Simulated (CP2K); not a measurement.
Band structure of LiBi2I2O2 (P-4m2, 7 atoms in the cell).

```
LiBi2(IO)2
1.0
    4.23028     0.00000     0.00000
    0.00000     4.23028     0.00000
    0.00000     0.00000     9.99394
Li Bi I O
1 2 2 2
Cartesian
  0.00000   0.00000   4.99697
  2.11514   0.00000   8.91280
  0.00000   2.11514   1.08114
  0.00000   2.11514   6.77089
  2.11514   0.00000   3.22305
  2.11514   2.11514   0.00000
  0.00000   0.00000   0.00000
```

Method: PBEsol, GPW, DZVP-MOLOPT-SR-GTH basis, GTH-PBE potentials (GTH_POTENTIALS) (CP2K).

Settings: CUTOFF = 450 Ry; REL_CUTOFF = 60 Ry; SMEAR/METHOD = GAUSSIAN; SIGMA = 0.1 eV; KPOINTS/SCHEME = MONKHORST-PACK 5 5 3; XC_FUNCTIONAL = PBE:PBESOL; Li/BASIS_SET = DZVP-MOLOPT-SR-GTH-q3; Li/POTENTIAL = GTH-PBE-q3; Bi/BASIS_SET = DZVP-MOLOPT-SR-GTH-q5; Bi/POTENTIAL = GTH-PBE-q5; I/BASIS_SET = DZVP-MOLOPT-SR-GTH-q7; I/POTENTIAL = GTH-PBE-q7; O/BASIS_SET = DZVP-MOLOPT-SR-GTH-q6; O/POTENTIAL = GTH-PBE-q6.

The starting cell comes from a database of computed structures (which also holds hypothetical and non-ambient phases and stackings), without a prior relaxation at this level. Its lattice was rescaled by a random factor within 2.5 % of one. Spin-orbit coupling is off. Values carry the incompleteness of an atom-centred basis. The potentials were made for another functional than the one used.

Levels in eV from the Fermi level, bands 17 to 22:
```
point     17     18     19     20     21    22
-----  -----  -----  -----  -----  -----  ----
Γ      -3.04  -2.57  -2.57  -0.92  -0.12  1.88
X      -2.90  -2.74  -2.22   1.26   1.29  1.54
M      -3.43  -3.35  -3.35  -0.22  -0.04  1.76
Z      -3.09  -2.48  -2.48  -0.85  -0.62  1.71
R      -2.94  -2.74  -2.22   1.29   1.36  1.47
A      -3.68  -3.44  -3.44  -0.03   0.24  1.70
```

Bands cross the Fermi level along this path, so the cell is metallic at this level.

Higher empty bands are left out: an atom-centred basis made for the valence describes them poorly.
